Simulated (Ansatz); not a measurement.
CdSe (F-43m): band-edge transport data

```yaml
crystal:
  lattice:
    - [0.00000, 3.04083, 3.04083]
    - [3.04083, 0.00000, 3.04083]
    - [3.04083, 3.04083, 0.00000]
  atoms:
    - { symbol: Cd, position: [0.00000, 0.00000, 0.00000] }
    - { symbol: Se, position: [0.75000, 0.75000, 0.75000] }
```

These are HSE06, rigid bands (plane waves, PAW, scalar-relativistic; Ansatz, a first-principles code) values and carry that method's errors. Geometry: cell and atoms relaxed with PBEsol.

```
Quantity                                                                                                                                                       Result
---------------------------------------------------------------------------------------------------------------------------------------  ----------------------------
band gap                                                                                                                                                      1.55 eV
electron conductivity mass (300 K, dilute)                                                                                                                   0.119 mₑ
effective density of states N_c (300 K)                                                                                                                   1.0e18 cm⁻³
density-of-states mass, electrons                                                                                                                            0.118 mₑ
Seebeck coefficient, n-type 1e19 cm⁻³, 300 K                                                                                                                 -74 μV/K
best n-type power factor at 300 K for τ = 10 fs (best axis; densities from 1e16 to 1e21 cm⁻³ tried, whether or not they can be reached)  1.33 μW/(cm·K²) at 3e18 cm⁻³
```

Rigid bands; masses and Seebeck coefficients take one relaxation time τ for all states and one kind of carrier; polarons and phonon drag are left out. Spin-orbit coupling is left out. Geometry: cell and atoms relaxed with PBEsol.
